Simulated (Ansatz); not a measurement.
Reference: Si₃N₄ (P6_3/m), PBEsol, rigid bands (plane waves, PAW, scalar-relativistic; Ansatz, a program for electronic structure); geometry: cell and atoms relaxed with PBEsol.

```cif
data_N8Si6
_chemical_formula_sum 'Si6 N8'
_space_group_name_H-M_alt 'P 1'
_space_group_IT_number 1
_cell_length_a 7.62479
_cell_length_b 7.62479
_cell_length_c 2.91038
_cell_angle_alpha 90.000
_cell_angle_beta 90.000
_cell_angle_gamma 120.000
loop_
_space_group_symop_operation_xyz
  'x, y, z'
loop_
_atom_site_label
_atom_site_type_symbol
_atom_site_fract_x
_atom_site_fract_y
_atom_site_fract_z
_atom_site_occupancy
Si1 Si 0.23243 0.82605 0.75000 1
Si2 Si 0.76757 0.17395 0.25000 1
Si3 Si 0.40638 0.23243 0.25000 1
Si4 Si 0.59362 0.76757 0.75000 1
Si5 Si 0.17395 0.40638 0.75000 1
Si6 Si 0.82605 0.59362 0.25000 1
N1 N 0.33333 0.66667 0.75000 1
N2 N 0.66667 0.33333 0.25000 1
N3 N 0.97037 0.67000 0.75000 1
N4 N 0.02963 0.33000 0.25000 1
N5 N 0.30038 0.97037 0.25000 1
N6 N 0.69962 0.02963 0.75000 1
N7 N 0.33000 0.30038 0.75000 1
N8 N 0.67000 0.69962 0.25000 1
```

| Item | Result |
|---|---|
| band gap | 4.19 eV |
| electron conductivity mass | 0.50 mₑ |
| Seebeck coefficient, n-type 1e19 cm⁻³ | -264 μV/K |

Question: Swap Si for Ge, keeping the structure type. How do these values move?

Answer: Ge₃N₄ (P6_3/m): volume per atom 10.5 to 12.4 Å³; band gap falls (4.19 eV to 2.09 eV); electron conductivity mass falls (0.50 mₑ to 0.26 mₑ); Seebeck coefficient, n-type 1e19 cm⁻³ falls in size (-264 μV/K to -139 μV/K).

Moves up to 5 % count as about the same. Masses are for dilute carriers at 300 K, harmonic means over directions unless an axis is named. Seebeck coefficients are for the stated density at 300 K, with one relaxation time for all states and whether or not that doping can be reached. Spin-orbit coupling is left out.

Computed structure with no diffraction record at hand here (it may be known, metastable or hypothetical): Ge3N4 (P6_3/m).
